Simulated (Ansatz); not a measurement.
MgAlNO (model structure, started from the AlSiCN type, P3m1, No. 156, 4 atoms in the cell) was calculated with HSE06 (PAW; Ansatz, a quantum-chemistry and plane-wave program).

Numerical settings: plane-wave cutoff 460 eV, 9×9×6 k mesh (along the axes of the cell as run), Fermi–Dirac smearing 0.01 eV, scalar-relativistic PAW data made under PBE.

The cell is the one relaxed with PBEsol. Conventional cell: a = 3.1799 Å, b = 3.1799 Å, c = 5.0831 Å, α = 90.00°, β = 90.00°, γ = 120.00°.

```
AlMgNO
1.0
    3.17986     0.00000     0.00000
   -1.58993     2.75384     0.00000
    0.00000     0.00000     5.08311
Al Mg O N
1 1 1 1
Direct
  0.33333   0.66667   0.50271
  0.66667   0.33333   0.00661
  0.33333   0.66667   0.14127
  0.66667   0.33333   0.59940
```

Q: List the 10 lowest band energies at Γ above −25 eV (eV, relative to the valence band maximum), grouping those that round alike.

A: At Γ: -19.39, -14.43, -5.58, -2.17 (×2), -0.47, 0.00 (×2), 4.73, 8.90.

Note: the run warned that its exchange threshold was loose for the stress; the relaxation could raise the start's symmetry but not lower it, so the cell can be a saddle point; cell and atoms aren't relaxed at this level (largest force component 0.09 eV/Å, pressure -1.4 GPa).

A model structure was made by putting elements into a prototype or built by hand; it is no filed structure, need not be a known phase, and can be a saddle point held by its symmetry.
